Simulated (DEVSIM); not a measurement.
Structure: abrupt Si n-p junction, at 300 K.

| layer (left to right) | material | thickness (μm) | Nd (cm⁻³) | Na (cm⁻³) | τn (s) | τp (s) |
|---|---|---|---|---|---|---|
| 1 | Si | 0.440 | 6.3e17 | - | 1.8e-5 | 1.8e-5 |
| 2 | Si | 4.00 | - | 2.2e14 | 1.8e-5 | 1.8e-5 |

Left contact: ohmic. Right contact: ohmic. Voltage is applied to the left contact. Recombination: SRH at mid-gap, radiative. Mobility is constant in doping.

The device is made up for the run: typed textbook-type constants, with dimensions and the other settings drawn at random. Values at 300 K.

| parameter | Si |
|---|---|
| gap (eV) | 1.124 |
| affinity (eV) | 4.05 |
| permittivity | 11.7 |
| Nc (cm⁻³) | 2.86e19 |
| Nv (cm⁻³) | 3.1e19 |
| μn (cm²/Vs) | 1417 |
| μp (cm²/Vs) | 470 |
| B (cm³/s) | 4.7e-15 |

Model (solved in DEVSIM): 1D drift-diffusion, Boltzmann statistics, complete ionisation; no tunnelling, impact ionisation, image-force lowering or self-heating.

The thickness of layer 2 was swept, all else fixed.

```tsv
thickness of layer 2 (μm)	dark forward voltage at 1 A/cm² (V)	dark forward voltage at 100 A/cm² (V)
0.8	0.399	0.573
1.4	0.436	0.607
2.4	0.463	0.635
4	0.483	0.662
6.8	0.500	0.693
12	0.520	0.738
20	0.537	0.797
```

From the first row to the last the dark forward voltage at 1 A/cm² goes from 0.399 to 0.537. From the first row to the last the dark forward voltage at 100 A/cm² goes from 0.573 to 0.797.
